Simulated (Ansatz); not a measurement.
Take Pt in the fcc (Cu type) structure (space group Fm-3m, No. 225; relaxed with 0.1 eV smearing) as the base.

```yaml
crystal:
  lattice:
    - [0.00000, 1.95989, 1.95989]
    - [1.95989, 0.00000, 1.95989]
    - [1.95989, 1.95989, 0.00000]
  atoms:
    - { symbol: Pt, position: [0.00000, 0.00000, 0.00000] }
```

Level of theory: PBEsol/PAW in Ansatz (a first-principles code), no spin-orbit coupling.

Strains are applied to the cell and any free atomic positions relax.

One change was made to it. Results:

```json
[
 {"quantity": "energy relative to the base (free energy F)", "base": "0 meV/atom", "after": "+12 meV/atom"},
 {"quantity": "pressure", "base": "0.0 GPa", "after": "-7.9 GPa"},
 {"quantity": "band gap", "base": "zero", "after": "zero"}
]
```

### Question
What was done to the base?
A) isotropic strain −0.50 %
B) isotropic strain +1.00 %
C) isotropic strain +2.00 %

### Answer
B, isotropic strain +1.00 %. For comparison, the energy relative to the base in the other runs: isotropic strain −0.50 % gives +3.1 meV/atom; isotropic strain +2.00 % gives +44 meV/atom.

No phonon test of stability was made. All final runs are without spin polarisation. Pt lies near a magnetic instability that expansion can trigger; it was not tested.
